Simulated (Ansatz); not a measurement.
The reference is MoTe2 in the 2H-MoS2 type structure (space group P6_3/mmc, No. 194; a = 3.497 Å, c = 13.696 Å; layered, stacked along the Cartesian z axis).

Level of theory: Ansatz (a program for electronic structure), PBE-D3(BJ), PAW, cutoff 420 eV, without spin-orbit coupling.

One change was made to it. Results:

| quantity | base | after |
|---|---|---|
| density | 8.04 g/cm³ | 8.97 g/cm³ |
| band gap | 0.60 eV | zero |

### Question
Which change produced these results?
(A) pressure −1 GPa
(B) pressure 0.3 GPa
(C) pressure 0.7 GPa
(D) pressure 7.5 GPa

### Answer
D, pressure 7.5 GPa. For comparison, the band gap in the other runs: pressure 0.7 GPa gives 0.54 eV; pressure 0.3 GPa gives 0.58 eV; pressure −1 GPa gives 0.68 eV.

Spin-orbit coupling, missing from the scalar runs, can matter with Te. Load acts through the strain it causes; cell and atoms are relaxed under it. Whether these cells are dynamically stable was not tested. Competing high-pressure phases were not computed. The final runs are not spin-polarised. Gaps under 0.05 eV, about the width of the smearing, are given as zero. The program warned that a D3 coordination switch lies within reach, so dispersion energies are less smooth here. A zero or small gap of MoTe2 under pressure 7.5 GPa can be the functional's error rather than a property of the material.
